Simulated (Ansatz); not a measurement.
Migration barriers: Ir-vacancy pair in hcp Ru, neutral cell

Defect migration in hcp Ru: Ir-vacancy pair (Ir on one host Ru site, one Ru site vacant), neutral cell. Calculation: PBE, PAW (plane waves to 420 eV; Ansatz, an electronic-structure program).

36-site cell at the relaxed PBE lattice, a 2×2×2 k-point mesh shifted by half a step along c, smearing 0.10 eV, spin-restricted, no finite-size correction. Static, classical nuclei. Spin-orbit coupling is left out. Forms of the defect that were not tried may lie lower.

Barriers: single points on a 4×4×4 k-point mesh shifted by half a step along c at the bands' geometries (they differ from the bands' own by up to 0.17 eV, and are uncertain by about as much).

| Route | Start site over the lowest site run (eV) | Hop (Å) | Forward barrier (eV) | Backward barrier (eV) | Neighbours at the start | Neighbours at the saddle | Saddle order | Forward, on the band's own sampling (eV) |
|---|---|---|---|---|---|---|---|---|
| direct exchange of Ir with the vacancy (Ir-vacancy distance between ideal sites 2.72 Å throughout) | 0.03 | 2.73 | 2.34 | 2.34 | 4 Ru at 2.67, 2 Ru at 2.67, Ru at 2.71, 2 Ru at 2.72, Ru at 2.73, Ru at 2.75 Å | Ru at 2.45, 2 Ru at 2.49, Ru at 2.67, 4 Ru at 2.81 Å | not checked, on a symmetry element | 2.51 |
| direct exchange of Ir with the vacancy (Ir-vacancy distance between ideal sites 2.66 Å throughout) | 0.00 | 2.60 | 2.50 | 2.50 | 2 Ru at 2.66, 3 Ru at 2.67, 2 Ru at 2.69, 2 Ru at 2.72, 2 Ru at 2.75 Å | 4 Ru at 2.50, 4 Ru at 3.01, 2 Ru at 3.25 Å | not checked, on a symmetry element | 2.52 |

Paths come from nudged elastic bands with a climbing image.  A band can be held on a symmetry element, so unchecked saddle points there may be too high.

The whole set of runs took very roughly 3 core-hours.
